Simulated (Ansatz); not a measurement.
```
AlN
1.0
    3.12859     0.00000     0.00000
   -1.56430     2.70944     0.00000
    0.00000     0.00000     5.01696
Al N
2 2
Cartesian
  1.56429   0.90315   2.50492
  0.00000   1.80629   5.01340
  1.56429   0.90315   4.41849
  0.00000   1.80629   1.91001
```

Space group of this cell: P6_3mc, wurtzite. The cell is taken as given; by r2SCAN its mean pressure is -4.4 GPa.

Method: r2SCAN (plane waves, PAW; Ansatz, a first-principles code).

The current runs along the normal of the first two printed vectors; no spin-orbit coupling. Scaled by the factor s: all lengths (ions clamped). Meshes 12×12×6 and 12×12 across the current in all rows.

| s | mean pressure (GPa) | band gap (eV) |
|---|---|---|
| 0.98 | 8.9 | ? |
| 1.00 | -4.4 | 4.69 |
| 1.02 | -14.6 | 4.15 |

Task: Take the slope of the band gap against ln s from the two given rows, extrapolate to s = 0.98, and say what the run there gives.

Result: Slope = (4.15 − 4.69) / ln 1.02 = -27.3 eV. The line gives 4.69 + (-27.3) × ln 0.98 = 5.24 eV. The run gives 5.25 eV, 0.01 eV over the line, 2 % of the predicted step.
